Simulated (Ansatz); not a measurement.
Ansatz (a quantum-chemistry and plane-wave program) run on MgAg2Sb2O6 (P1, 11 atoms in the cell): self-consistent single point.

Method of the run: PBEsol, default PAW files made with PBE (plane waves; Ansatz).

```
CELL_PARAMETERS angstrom
      2.81129     1.62310     5.97326
     -2.81129     1.62310     5.97326
      0.00000    -3.24620     5.97326
ATOMIC_POSITIONS crystal
  Mg 0.50737 0.49217 0.49207
  Ag 0.34081 0.35468 0.32004
  Ag 0.65749 0.64609 0.68471
  Sb 0.15502 0.11767 0.16328
  Sb 0.84956 0.82867 0.84925
  O  0.76248 0.47872 0.09960
  O  0.22925 0.53821 0.92395
  O  0.09713 0.76717 0.45861
  O  0.89874 0.26212 0.51338
  O  0.46425 0.09493 0.76836
  O  0.53791 0.91958 0.22674
```

Reference input (self-consistent single point, DFT, PBEsol, plane waves, default PAW files made with PBE): basis.ecutwfc = 420 eV; kpoints.mp_grid.grid = 4 4 4; hamiltonian.xc = pbesol; hamiltonian.pseudopotentials = {kind: paw} (the program's default PAW files); scf.occupations.method = gaussian; scf.occupations.width = 0.136 eV. This run's input differs from it in these lines:

Ansatz 0.2 input:
```diff
@@ -19,3 +19,3 @@
 basis:
-  ecutwfc: 420.0
+  ecutwfc: 840.0
 kpoints:
```

Log, with long lists cut:

```
SCF iter   1: F=—  HF=-33133.432152 eV  |F-HF|=—  |Δ(HF+E_count)|=         —  Δρ=1.41e-2  dr2=3.03e-1  ethr=1.77e-3  ⟨swp⟩=5.9  Hψ=9798  notcnv=0  defer=30
all-band conjugate gradients solve this SCF's bands
preconditioner: auto → LDOS
SCF iter   2: F=—  HF=-33133.397236 eV  |F-HF|=—  |Δ(HF+E_count)|=   3.49e-2  Δρ=9.79e-3  dr2=1.01e-1  ethr=2.65e-4  ⟨swp⟩=2.0  Hψ=4704  notcnv=0  defer=228
   [... lines left out ...]
SCF iter   6: F=—  HF=-33133.362987 eV  |F-HF|=—  |Δ(HF+E_count)|=   3.51e-5  Δρ=1.11e-4  dr2=2.04e-5  ethr=1.33e-7  ⟨swp⟩=2.0  Hψ=3883  notcnv=0  defer=228
SCF iter   7: F=—  HF=-33133.362901 eV  |F-HF|=—  |Δ(HF+E_count)|=   8.57e-5  Δρ=3.83e-5  dr2=2.54e-6  ethr=1.79e-8  ⟨swp⟩=2.0  Hψ=3951  notcnv=0  defer=228
SCF iter   8: F=—  HF=-33133.362901 eV  |F-HF|=—  |Δ(HF+E_count)|=   6.00e-7  Δρ=1.31e-5  dr2=2.85e-7  ethr=2.22e-9  ⟨swp⟩=2.0  Hψ=3899  notcnv=0  defer=228
SCF iter   9: F=-33133.362901 eV  HF=-33133.362901 eV  |F-HF|=3.94e-8  |Δ(HF+E_count)|=   5.13e-8  Δρ=5.34e-6  dr2=5.01e-8  ethr=8.77e-11  ⟨swp⟩=10.9  Hψ=11891  notcnv=0
SCF 1 converged in 9 iterations: F = -33133.362901 eV  dr2 = 5.01e-8
Free energy (F): -33133.362901 eV
Internal energy: -33133.331290 eV  (E = F + TS)
E sigma→0 (E₀):  -33133.347095 eV
Entropy (-TS):   -0.031611 eV (-2.874 meV/atom)
Fermi energy:    9.862036 eV
--- Forces (eV/Å), atoms counted from 1 ---
  atom   1  Mg    -0.05583306    -0.52140787     0.88499882
  atom   2  Ag    -0.03008434    -0.00971661    -0.69594749
  atom   3  Ag    -0.02191543    -0.08531755    -0.22782445
  atom   4  Sb    -1.51614234     1.86623940     2.63517392
  atom   5  Sb    -0.61414685     0.09882211     1.63579873
  atom   6  O     -0.26951822     0.29376052    -1.16571756
  atom   7  O     -0.51290348     0.48739993    -0.77852216
  atom   8  O      1.22164906    -1.83055087    -0.73611065
   [... lines left out ...]
  atom  11  O     -0.00810370     0.11365326    -0.83556114
--- Stress (GPa, compression-positive) ---
       -4.652118      -1.090762      -0.543312
       -1.090764      -1.207700       0.652410
       -0.543312       0.652410      -5.223690
  P = ⅓ Tr σ = -3.6945 GPa (-36.945 kbar)
  The stress holds the Pulay correction. Without it, at fixed plane waves, as pw.x and ABINIT print it: P = -3.7067 GPa
```

The run converged in 9 iterations. Against the reference run the free energy goes down by 4.7 meV/atom, the pressure stays at -3.69 GPa and the largest force hardly changes (3.568 to 3.567 eV/Å).

The starting cell comes from a database of computed structures (which also holds hypothetical and non-ambient phases and stackings), without a prior relaxation at this level. Its atoms were displaced at random from the sites of space group no. 148. Spin-orbit coupling is off. Forces in this geometry exceed 1 eV/Å. Ansatz's pressure includes its estimate of the finite-basis (Pulay) stress. The run gives no clean gap (levels at the Fermi energy touch, overlap or are partly filled at this smearing), which alone does not show that the compound is a metal.

Cost on one core of a shared machine: roughly 80 s.
